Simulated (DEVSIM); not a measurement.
Structure: abrupt In0.53Ga0.47As n-p junction, at 300 K.

```csv
layer (left to right),material,thickness (μm),Nd (cm⁻³),Na (cm⁻³),τn (s),τp (s)
1,In0.53Ga0.47As,4.50,1.2e15,-,7.8e-10,7.8e-10
2,In0.53Ga0.47As,1.20,-,5e17,7.8e-10,7.8e-10
```

Left contact: ohmic. Right contact: ohmic. Voltage is applied to the left contact. Recombination: SRH at mid-gap. Mobility is μmin + (μ − μmin)/(1 + (N/Nref)^α).

Constants are typed, rounded textbook-type inputs, not results; the design itself was drawn at random and stands for no fabricated device. Values at 300 K.

| parameter | In0.53Ga0.47As |
|---|---|
| gap (eV) | 0.74 |
| affinity (eV) | 4.51 |
| permittivity | 13.9 |
| Nc (cm⁻³) | 2.1e17 |
| Nv (cm⁻³) | 7.7e18 |
| μn (cm²/Vs) | 12000 |
| μp (cm²/Vs) | 300 |
| μn,min | 300 |
| μp,min | 10 |
| Nref,n | 1.3e17 |
| Nref,p | 4.9e17 |
| αn | 0.48 |
| αp | 0.4 |

Simulated with DEVSIM: 1D drift-diffusion, Boltzmann statistics, complete ionisation; no tunnelling, impact ionisation, image-force lowering or self-heating.

Task: Tabulate band edges, carrier densities and field at -0.7 V on the left contact.

Result: Energies count from the Fermi level of the right contact; mesh points crowd at the junctions.

```tsv
x (μm)	Ec (eV)	Ev (eV)	n (cm⁻³)	p (cm⁻³)	field (V/cm)
0.000	0.834	0.094	1.2e15	5.0e8	-2400
0.02394	0.828	0.088	1.3e15	3.0e14	-2400
0.07151	0.817	0.077	1.5e15	7.3e14	-2200
0.1660	0.798	0.058	2.1e15	1.3e15	-1700
0.4573	0.764	0.024	3.9e15	2.8e15	-860
0.9325	0.733	-0.007	6.5e15	5.4e15	-520
1.877	0.695	-0.045	1.3e16	1.2e16	-320
3.425	0.655	-0.085	3.8e16	3.7e16	-220
3.971	0.644	-0.096	5.4e16	5.3e16	-200
4.246	0.638	-0.102	6.5e16	6.4e16	-200
4.384	0.635	-0.104	7.2e16	7.1e16	-190
4.469	0.636	-0.104	7.0e16	8.1e16	1600
4.496	0.656	-0.084	3.3e16	1.8e17	20000
4.517	0.681	-0.059	1.2e16	4.8e17	2200
4.574	0.682	-0.058	1.1e16	5.1e17	-100
4.667	0.681	-0.059	1.0e16	5.1e17	-110
4.848	0.679	-0.061	8.6e15	5.1e17	-110
5.169	0.675	-0.065	5.6e15	5.1e17	-110
5.499	0.672	-0.068	2.3e15	5.0e17	-120
5.609	0.670	-0.070	1.1e15	5.0e17	-120
5.665	0.670	-0.070	4.1e14	5.0e17	-120
5.700	0.669	-0.071	1200000	5.0e17	-120
```
